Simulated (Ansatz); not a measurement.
**A computed series for CaAlSiH: pressure series**

The parent structure is CaAlSiH (space group P3m1, No. 156; a = 4.126 Å, c = 4.730 Å; a cell from a computed database, its experimental status unchecked).

Cell and atoms are relaxed at each pressure.

Calculations: r2SCAN (Ansatz, a first-principles code), no spin-orbit coupling, earlier PAW set.

| pressure (GPa) | volume per atom (Å³/atom) |
|---|---|
| -2 | 18.159 |
| -1 | 17.782 |
| 0 | 17.433 |
| 0.9 | ? |
| 2.1 | 16.785 |
| 4.5 | 16.139 |
| 9 | 15.063 |

Task: Fit the third-order Birch–Murnaghan form P(V) = (3B₀/2)[(V₀/V)^(7/3) − (V₀/V)^(5/3)]·[1 + (3/4)(B₀′ − 4)((V₀/V)^(2/3) − 1)] (squares taken in P) to the rows shown and predict the withheld row.

Result: Least squares on the printed values gives V₀ = 17.443 Å³/atom, B₀ = 52.8 GPa, B₀′ = 2.3; this predicts 17.154 Å³/atom, and the run gives 17.143 Å³/atom, 0.011 lower.

Load acts through the strain it causes; cell and atoms are relaxed under it. No phonon test of stability was made. Competing high-pressure phases were not computed.
